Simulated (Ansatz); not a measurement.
Structure of amorphous Zr20O43Y2 (periodic cell):

```xyz
65
Lattice="9.2456 0.0000 0.0000 0.0000 9.2456 0.0000 0.0000 0.0000 9.2456" Properties=species:S:1:pos:R:3 pbc="T T T"
Zr     0.2285     1.2740     0.6665
Zr     1.6167     4.9077     1.7282
Zr     9.0613     8.7929     4.1771
Zr     3.2468     2.0554     1.2715
Zr     2.8792     6.6129     5.5563
Zr     2.3364     3.5847     7.4897
Zr     1.4448     7.0915     8.5520
Zr     6.3168     5.7384     7.4082
Zr     6.0868     6.9191     4.2710
Zr     4.7637     8.2921     9.2166
Zr     8.0272     2.3343     6.1168
Zr     7.7509     8.6213     7.6491
Zr     2.7628     8.1731     2.6881
Zr     5.8875     2.5308     8.3897
Zr     4.9095     5.1314     1.5924
Zr     7.5439     3.6241     2.9748
Zr     9.1116     5.5395     5.1532
Zr     7.7990     6.9993     1.3480
Zr     1.5901     2.5236     4.3033
Zr     6.4853     0.6831     2.4426
O      8.1247     6.6843     3.5899
O      7.8372     1.4921     8.1389
O      7.3096     5.0026     1.4696
O      4.3742     0.9912     8.5431
O      5.2753     6.1740     9.0646
O      3.1729     5.9357     2.7032
O      7.9607     6.7082     8.5181
O      3.3258     2.7991     3.2522
O      8.7761     1.8994     4.1720
O      7.1674     3.9623     7.6527
O      1.9367     0.4054     1.4823
O      6.7397     8.8845     4.1713
O      1.6931     0.4395     3.9987
O      1.1977     2.7998     1.8210
O      8.6709     0.2342     6.0591
O      6.7440     8.7941     0.4483
O      3.0379     7.4796     0.6599
O      2.9679     2.0838     5.8821
O      7.7916     2.1225     1.5518
O      0.4384     4.4202     3.5036
O      5.7635     8.2129     7.3239
O      5.9080     1.8671     6.2770
O      2.6442     4.6332     5.4484
O      4.4539     0.2541     1.9257
O      7.5317     4.1476     5.0787
O      6.1125     2.2769     3.5861
O      1.4499     5.0438     8.7389
O      1.3675     7.2199     4.1859
O      0.6316     6.6690     1.3343
O      1.7774     2.1274     8.6992
O      5.7622     7.1458     2.2004
O      7.5171     6.7693     5.9838
O      0.9958     6.4817     6.5908
O      5.3008     2.9542     1.0255
O      4.9903     5.8847     5.7804
O      4.4380     3.7983     7.5048
O      3.2589     4.1412     0.8183
O      4.0492     8.0383     4.4576
O      8.5206     8.9970     2.2128
O      5.6996     4.8584     3.4536
O      3.1012     7.8061     7.2650
O      0.3032     8.7711     8.7264
O      0.5742     3.3760     6.2239
Y      4.7301     3.5349     5.0326
Y      4.2402     0.3411     6.2516
```

The numbers are results of PBE, scalar-relativistic without spin-orbit coupling (plane waves to 420 eV, PAW; Ansatz, a program for electronic structure), not measurements.

It comes from a melt-quench run on a machine-learned potential (CHGNet), relaxed afterwards by DFT. O atoms were pushed apart under 1.9 Å during the dynamics, to hinder bonds among them. The hot cell started wider than the set density and was brought back towards it in steps. It is the lowest in DFT energy of 2 quenches. It is a model cell: composition and starting density were chosen by hand, and all elements were melted together. No dispersion term was used. Its density started from a set value of 5.28 and ended at 5.65 g/cm³. The simulated quench (nominally 300 K/ps over its main leg) is rapid and tends to freeze in more defects than a deposited or slowly cooled glass has. Values belong to this one cell and scatter from quench to quench. The volume was free in the relaxation, at fixed shape. Stress components on the final sampling reach 2.0 GPa. On a 2×2×2 Γ-centred mesh force components of up to 0.13 eV/Å stay, since the relaxation ran on the zone centre alone.

Neighbours within Zr-Zr 3.41 Å, Zr-O 2.76 Å, Zr-Y 3.58 Å, O-O 1.58 Å, O-Y 2.82 Å, Y-Y 3.74 Å count as bonded. Two cations that share two anions don't count as bonded, nor two that share one unless they lie closer than Zr-Zr 3.32 Å, Zr-Y 3.48 Å, Y-Y 3.64 Å.

Q: Give the coordination numbers, mean bond lengths and angles.

A: 
```json
{
  "Mean coordination of Zr by anions": "6.90 (5 with 6, 12 with 7, 3 with 8)",
  "Mean coordination of O": "3.53 (20 with 3, 23 with 4)",
  "Mean coordination of Y by anions": "7.00 (1 with 6, 1 with 8)",
  "Mean Zr-O bond": "2.201 Å (spread 0.154 Å, 138 counted)",
  "Mean O-Y bond": "2.364 Å (spread 0.081 Å, 14 counted)",
  "Bond angle at Zr": "mean 101.3°, spread 29.4°",
  "Bond angle at O": "mean 110.4°, spread 17.1°",
  "Bond angle at Y": "mean 100.2°, spread 30.1°"
}
```

Q: List the pairs of like atoms that count as bonded by the rules above.

A: There are none by these rules.

Q: What Bader charges do the atoms carry, from a run on the zone centre alone?

A: Means (range): Zr +2.56 e (+2.50 to +2.62), O -1.29 e (-1.35 to -1.24), Y +2.20 e (+2.20 to +2.20).
```
atom  charge (e)
----  ----------
Zr1        +2.62
Zr2        +2.54
Zr3        +2.55
Zr4        +2.55
Zr5        +2.50
Zr6        +2.58
Zr7        +2.57
Zr8        +2.54
Zr9        +2.57
Zr10       +2.56
Zr11       +2.58
Zr12       +2.55
Zr13       +2.59
Zr14       +2.54
Zr15       +2.57
Zr16       +2.56
Zr17       +2.55
Zr18       +2.58
Zr19       +2.55
Zr20       +2.54
O21        -1.30
O22        -1.31
O23        -1.27
O24        -1.34
O25        -1.29
O26        -1.28
O27        -1.28
O28        -1.28
O29        -1.30
O30        -1.25
O31        -1.24
O32        -1.27
O33        -1.26
O34        -1.28
O35        -1.27
O36        -1.32
O37        -1.27
O38        -1.35
O39        -1.27
O40        -1.32
O41        -1.32
O42        -1.35
O43        -1.31
O44        -1.32
O45        -1.30
O46        -1.24
O47        -1.26
O48        -1.30
O49        -1.28
O50        -1.25
O51        -1.32
O52        -1.31
O53        -1.28
O54        -1.29
O55        -1.32
O56        -1.30
O57        -1.25
O58        -1.34
O59        -1.29
O60        -1.30
O61        -1.32
O62        -1.28
O63        -1.31
Y64        +2.20
Y65        +2.20
```
